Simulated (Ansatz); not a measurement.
**WC (model structure, started from the NiAs type, P6₃/mmc, No. 194, 4 atoms in the cell): properties by level of theory**

```json
[
 {"level (code)": "PBE (Ansatz)", "equilibrium lattice constant a (Å)": "2.917", "c axis length (Å)": "5.752"},
 {"level (code)": "PBEsol (Ansatz)", "equilibrium lattice constant a (Å)": "2.892", "c axis length (Å)": "5.717"},
 {"level (code)": "PBE-D3(BJ) (Ansatz)", "equilibrium lattice constant a (Å)": "2.897", "c axis length (Å)": "?"}
]
```

Q: Complete the blanks.

A: 
- PBE-D3(BJ) (Ansatz, a quantum-chemistry and plane-wave program), c axis length (Å): 5.726

Ansatz's density-functional and Hartree–Fock values are scalar-relativistic unless marked +SOC, with PAW data made under PBE.

A model structure was made by putting elements into a prototype or built by hand; it is no filed structure, need not be a known phase, and can be a saddle point held by its symmetry.
